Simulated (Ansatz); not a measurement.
# Pressure series in Al2O3

Base system: Al2O3 in the corundum structure (space group R-3c, No. 167; a = 4.809 Å, c = 13.124 Å (hexagonal axes)).

Cell and atoms are relaxed at each pressure.

Calculations: PBE/PAW in Ansatz (a first-principles code), without spin-orbit coupling.

Candidates:
(a) pressure 9 GPa
(b) pressure 22.5 GPa
(c) pressure 15 GPa
(d) pressure 4.5 GPa

Before the change:

```
Quantity   Result
--------  -------
Band gap  5.85 eV
```

Question: Order them by band gap, lowest first.

Answer: (d) pressure 4.5 GPa (6.08 eV), (a) pressure 9 GPa (6.29 eV), (c) pressure 15 GPa (6.56 eV), (b) pressure 22.5 GPa (6.87 eV)

Load acts through the strain it causes; cell and atoms are relaxed under it. Stability against distortions was not tested. No other phases were tried under pressure.
